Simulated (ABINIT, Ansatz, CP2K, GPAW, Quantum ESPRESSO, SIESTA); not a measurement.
# InRh (Pm-3m, 2 atoms in the cell) computed with different codes at matched settings

Self-consistent single point.

```yaml
crystal:
  lattice:
    - [3.20968, 0.00000, 0.00000]
    - [0.00000, 3.20968, 0.00000]
    - [0.00000, 0.00000, 3.20968]
  atoms:
    - { symbol: In, position: [0.00000, 0.00000, 0.00000] }
    - { symbol: Rh, position: [0.50000, 0.50000, 0.50000] }
```

Shared settings, as Ansatz (a first-principles code) writes them: kpoints.mp_grid.grid = 10 10 10; scf.occupations.method = gaussian; scf.occupations.width = 0.0147 Ry. Potentials and cutoffs stand in the table.

| code | model | pressure (GPa) | cutoff |
|---|---|---|---|
| GPAW | LDA (Perdew-Wang 92), GPAW PAW datasets LDA (gpaw-data 1.0.1) | -7.05 | 600 eV |
| ABINIT | LDA (PW92), norm-conserving pseudopotentials (PseudoDojo nc-sr-04 LDA standard) | -7.68 | 44 Ha |
| CP2K | LDA (Pade form), GPW, TZVP-MOLOPT-SR-GTH basis, GTH-PADE potentials (GTH_POTENTIALS) | -8.12 | grid 500 Ry |
| SIESTA | LDA PW92, numerical atomic orbitals TZP, PseudoDojo LDA standard norm-conserving potentials (rewritten from UPF to PSML) | -8.63 | grid 350 Ry |
| Quantum ESPRESSO | LDA (PZ), PSlibrary PAW (LDA, semicore) pseudopotentials | -8.03 | 60 Ry |
| Ansatz | LDA (PW92), PAW files made with PBE | -7.74 | 30.9 Ry |

On Ansatz's run: spin polarisation is off.

The spread over the programs that give each value: pressure within 1.58 GPa.

CP2K and SIESTA use small atom-centred bases, whose incompleteness enters pressures, forces and empty levels differently from a plane-wave cutoff. Ansatz's pressure is given at a fixed set of plane waves, as the other plane-wave codes print theirs; with its correction for the finite basis it is -7.70 GPa. The same LDA comes in different parametrisations, which differ slightly.

The starting cell comes from a database of computed structures (which also holds hypothetical and non-ambient phases and stackings), without a prior relaxation at this level.

Left out of this page: Elk and FLEUR (not drawn, or without a comparable value).

Keys are those of Ansatz 0.2.
